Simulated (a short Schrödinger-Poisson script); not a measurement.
System: MOS inversion layer, SiO2 on p-type Si(100), at 300 K.

From the gate side: 2.8 nm SiO2; 290 nm Si, acceptors 2.2e18 cm⁻³.

Constants are typed, rounded textbook-type inputs, not results; the design itself was drawn at random and stands for no fabricated device. SiO2: permittivity 3.9, conduction-band edge (eV) 3.15, gap (eV) 9, electron mass (mₑ) 0.5. Si: permittivity 11.7, conduction-band edge (eV) 0, gap (eV) 1.124, Nv at 300 K (cm⁻³) 3.1e19.

Channel valleys (confinement mass, in-plane density-of-states mass, number): Δ2 0.916, 0.19, 2; Δ4 0.19, 0.417, 4. At the gate the conduction-band edge of layer 1 lies 3.33 eV − eVg above the Fermi level of the channel; the field vanishes at the back. Gaps are held at their typed values at every temperature. Mesh 0.03 nm at interfaces.

From a short Schrödinger-Poisson script (our own, NumPy): 1D Poisson equation in equilibrium, electrons quantum, Hartree (BenDaniel-Duke, 12 states a valley, the channel's in-plane mass for all, wave functions ending at the dielectric), parabolic valleys, classical holes, full ionisation, no traps, pinning or gate leakage.

| Vg (V) | electrons (cm⁻²) | C (μF/cm²) | Δ2 E0 (meV from the Fermi level) | Δ4 E0 (meV from the Fermi level) |
|---|---|---|---|---|
| 0.8 | 1.33e9 | 0.325 | 210.6 | 309.1 |
| 0.9 | 1.87e10 | 0.367 | 141.9 | 243.2 |
| 1 | 1.63e11 | 0.617 | 85.3 | 189.2 |
| 1.1 | 5.47e11 | 0.845 | 52.7 | 159.0 |
| 1.2 | 1.07e12 | 0.943 | 33.8 | 142.3 |
| 1.3 | 1.64e12 | 0.990 | 20.8 | 131.5 |
| 1.4 | 2.25e12 | 1.02 | 10.8 | 123.6 |
| 1.5 | 2.88e12 | 1.03 | 2.5 | 117.3 |
| 1.6 | 3.52e12 | 1.05 | -4.8 | 112.1 |
| 1.7 | 4.16e12 | 1.05 | -11.3 | 107.6 |
| 1.8 | 4.82e12 | 1.06 | -17.2 | 103.6 |
| 1.9 | 5.47e12 | 1.07 | -22.7 | 100.1 |
| 2 | 6.13e12 | 1.07 | -28.0 | 96.8 |
| 2.1 | 6.80e12 | 1.07 | -32.9 | 93.7 |
| 2.2 | 7.47e12 | 1.08 | -37.7 | 90.9 |
| 2.3 | 8.13e12 | 1.08 | -42.3 | 88.2 |

Gate voltages with under 1e9 electrons/cm² are left out.

Problem. At Vg = 2.3 V the lowest Δ2 subband lies at -42.3 meV from the Fermi level. How many electrons does it hold, and what share of all?

Solution. The two-dimensional density of states is g m/(πħ²) = 1.59e11 cm⁻² meV⁻¹ (both spins), kT = 25.9 meV, so n = D kT ln(1 + exp(−E/kT)) = 7.44e12 cm⁻², 0.91 of the 8.13e12 cm⁻² in all.

Problem. Compare the slope of the sheet density between 2.1 and 2.3 V with the geometric capacitance of the layers between gate and channel.

Solution. q Δn/ΔV = 1.07 μF/cm²; ε0/Σ(t/ε) = 1.23 μF/cm². The ratio is 0.86: the channel acts as a further capacitance in series.
